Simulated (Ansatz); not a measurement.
Data:

```yaml
crystal:
  lattice:
    - [3.95281, 0.00000, 0.00000]
    - [-1.97641, 3.42323, 0.00000]
    - [0.00000, 0.00000, 16.30972]
  atoms:
    - { symbol: In, position: [0.33333, 0.66667, 0.33429] }
    - { symbol: In, position: [0.66667, 0.33333, 0.66571] }
    - { symbol: In, position: [0.66667, 0.33333, 0.83429] }
    - { symbol: In, position: [0.33333, 0.66667, 0.16571] }
    - { symbol: Se, position: [0.33333, 0.66667, 0.58637] }
    - { symbol: Se, position: [0.66667, 0.33333, 0.41363] }
    - { symbol: Se, position: [0.66667, 0.33333, 0.08637] }
    - { symbol: Se, position: [0.33333, 0.66667, 0.91363] }
```

Method: PBEsol+D3BJ, rigid bands (plane waves, PAW, scalar-relativistic; Ansatz, a first-principles code). Geometry: cell and atoms relaxed with PBEsol+d3bj.

**Question.** Predict the electron conductivity mass (n e² τ/σ) at 300 K, by direction if it differs.

**Answer.** 0.119 (x), 0.119 (y), 0.051 (z) mₑ.

**Question.** And the band gap?

**Answer.** 0.43 eV at this level; semilocal functionals usually fall short of the measured gap.

Rigid bands, one relaxation time for all states, no polarons. Spin-orbit coupling is left out; where it splits the top of the valence band it changes the hole mass and lowers the gap by about a third of the splitting. Geometry: cell and atoms relaxed with PBEsol+D3(BJ).

PBEsol with a dispersion correction tends to overbind, so the cell can be several per cent short: InSe (P6_3/mmc).
